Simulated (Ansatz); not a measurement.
The parent structure is CdSe in the zinc blende structure (space group F-43m, No. 216; a = 6.133 Å).

Perturbation: a hydrostatic pressure of 9 GPa.

Levels (all Ansatz, a first-principles code, PAW): r2SCAN (500 eV, no spin-orbit coupling); HSE06 (420 eV, no SOC).

The geometry is relaxed with r2SCAN.

* **r2SCAN band gap**: 1.32 eV

How does going to HSE06 change the band gap?

The band gap increases by 0.47 eV, from 1.32 eV to 1.79 eV.

Single points use the geometry relaxed with r2SCAN. Their cutoffs differ, which shifts pressures a little. Load acts through the strain it causes; cell and atoms are relaxed under it. No phonon test of stability was made. Tetrahedral semiconductors of this kind turn to denser phases somewhere between about 1 and 50 GPa; those were not computed, so compressed cells here can lie past the real transition.
